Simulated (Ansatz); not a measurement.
The starting structures come from a database of crystals and need not be the phases stable at ambient conditions.

Inside the gap of an insulator the Bloch states are evanescent, with a wavenumber k + iκ along the transport direction.

Here is the system:

```yaml
crystal:
  lattice:
    - [7.67330, 0.00000, 0.00000]
    - [0.00000, 7.67330, 0.00000]
    - [3.83665, -3.83665, 5.42584]
  atoms:
    - { symbol: Rb, position: [0.25000, 0.25000, 0.50000] }
    - { symbol: Rb, position: [0.75000, 0.75000, 0.50000] }
    - { symbol: Te, position: [0.00000, 0.00000, 0.00000] }
    - { symbol: Br, position: [0.25004, 0.74996, 0.00000] }
    - { symbol: Br, position: [0.74996, 0.25004, 0.00000] }
    - { symbol: Br, position: [0.25004, 0.25004, 0.00000] }
    - { symbol: Br, position: [0.74996, 0.74996, 0.00000] }
    - { symbol: Br, position: [0.25004, 0.74996, 0.49992] }
    - { symbol: Br, position: [0.74996, 0.25004, 0.50008] }
```

Space group of this cell: Fm-3m. The cell is taken as given.

Transport runs along the normal of the first two printed cell vectors, the (001) plane of the conventional cell.

The gap is the functional's own. No spin-orbit coupling. Mid-gap values are interpolated on the energy grid.

**Question.** Estimate the band gap and the smallest decay constant κ at mid-gap that r2SCAN run with Ansatz (a program for electronic structure) returns for this system.

**Answer.** Gap 2.13 eV on a 6×6×6 mesh; κ = 0.266 1/Å, at (0.500, 0.000) of the in-plane reciprocal vectors. At the zone centre, at the nearest computed energy, the slowest state has κ = 0.34 1/Å.
